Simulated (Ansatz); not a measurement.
The starting structures come from a database of crystals and need not be the phases stable at ambient conditions.

By PBEsol, the system below comes out a metal.

Consider the following.

```xyz
6
Lattice="3.5303 0.0000 0.0000 0.0000 4.5366 0.0000 0.0000 -2.2683 3.9288" Properties=species:S:1:pos:R:3 pbc="T T T"
Sc     0.0000     0.0000     0.0000
Be     0.0000     2.2683     1.3096
Be     0.0000     0.0000     2.6192
Be     1.7652    -1.1341     1.9644
Be     1.7652     1.1341     1.9644
Be     1.7652     2.2683     0.0000
```

Space group of this cell: P6/mmm. The cell is taken as given; by PBEsol its mean pressure is -2.7 GPa.

The current flows along the normal of the first two printed cell vectors, the (100) plane of the conventional cell. No spin-orbit coupling; the value is a mean over 0.1 eV about the Fermi level.

Estimate the ballistic conductance per area that PBEsol in Ansatz (a quantum-chemistry and plane-wave program) returns for this system.

0.59 × 10¹⁵ S/m² for both spins.
